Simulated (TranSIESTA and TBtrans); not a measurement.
System: Ag rod with one Si atom on the axis. Leads: fcc Ag rod along [100], layers of 5 and 4 atoms, a = 4.15 Å. Geometry: as built, not relaxed. Transport runs along z; the first 18 and the last 18 of the 72 atoms are the lead cells, repeated to infinity.

```xyz
72
Lattice="14.369 0.000 0.000 0.000 14.369 0.000 0.000 0.000 33.200" Properties=species:S:1:pos:R:3 pbc="F F T"
Ag     7.184     7.184     0.000
Ag    10.119     7.184     0.000
Ag     7.184    10.119     0.000
Ag     4.250     7.184     0.000
Ag     7.184     4.250     0.000
Ag     8.652     8.652     2.075
Ag     5.717     8.652     2.075
Ag     8.652     5.717     2.075
Ag     5.717     5.717     2.075
Ag     7.184     7.184     4.150
Ag    10.119     7.184     4.150
Ag     7.184    10.119     4.150
Ag     4.250     7.184     4.150
Ag     7.184     4.250     4.150
Ag     8.652     8.652     6.225
Ag     5.717     8.652     6.225
Ag     8.652     5.717     6.225
Ag     5.717     5.717     6.225
Ag     7.184     4.250     8.300
Ag     4.250     7.184     8.300
Ag     7.184     7.184     8.300
Ag    10.119     7.184     8.300
Ag     7.184    10.119     8.300
Ag     5.717     5.717    10.375
Ag     8.652     5.717    10.375
Ag     5.717     8.652    10.375
Ag     8.652     8.652    10.375
Ag     7.184     4.250    12.450
Ag     4.250     7.184    12.450
Ag     7.184     7.184    12.450
Ag    10.119     7.184    12.450
Ag     7.184    10.119    12.450
Ag     5.717     5.717    14.525
Ag     8.652     5.717    14.525
Ag     5.717     8.652    14.525
Ag     8.652     8.652    14.525
Ag     7.184     4.250    16.600
Ag     4.250     7.184    16.600
Si     7.184     7.184    16.600
Ag    10.119     7.184    16.600
Ag     7.184    10.119    16.600
Ag     5.717     5.717    18.675
Ag     8.652     5.717    18.675
Ag     5.717     8.652    18.675
Ag     8.652     8.652    18.675
Ag     7.184     4.250    20.750
Ag     4.250     7.184    20.750
Ag     7.184     7.184    20.750
Ag    10.119     7.184    20.750
Ag     7.184    10.119    20.750
Ag     5.717     5.717    22.825
Ag     8.652     5.717    22.825
Ag     5.717     8.652    22.825
Ag     8.652     8.652    22.825
Ag     7.184     7.184    24.900
Ag    10.119     7.184    24.900
Ag     7.184    10.119    24.900
Ag     4.250     7.184    24.900
Ag     7.184     4.250    24.900
Ag     8.652     8.652    26.975
Ag     5.717     8.652    26.975
Ag     8.652     5.717    26.975
Ag     5.717     5.717    26.975
Ag     7.184     7.184    29.050
Ag    10.119     7.184    29.050
Ag     7.184    10.119    29.050
Ag     4.250     7.184    29.050
Ag     7.184     4.250    29.050
Ag     8.652     8.652    31.125
Ag     5.717     8.652    31.125
Ag     8.652     5.717    31.125
Ag     5.717     5.717    31.125
```

Run with TranSIESTA and TBtrans (open boundaries, self-consistent; PseudoDojo norm-conserving potentials, scalar-relativistic): PAO.BasisSize SZP, PAO.EnergyShift 0.15 eV, XC.Authors PBE, Mesh.Cutoff 150 Ry, ElectronicTemperature 300 K, TBT.Elecs.Eta 0.001 eV, no spin polarisation.

**Question.** Give the current of both spins against bias, self-consistently and from the zero-bias transmission integrated over the bias window.

**Answer.** 
| V (V) | I self-consistent (μA) | I from the zero-bias T(E) (μA) |
|---|---|---|
| 0.2 | 65.8 | 70.6 |
| 0.4 | 101 | 140 |
| 0.6 | 121 | 201 |

Positive bias raises the left lead's chemical potential. The energy step is 0.02 eV; narrower resonances are cut or missed.

The leads' channel count changes near 0.03 eV, within the thermal window, so values at the Fermi level hang on where that band edge falls.
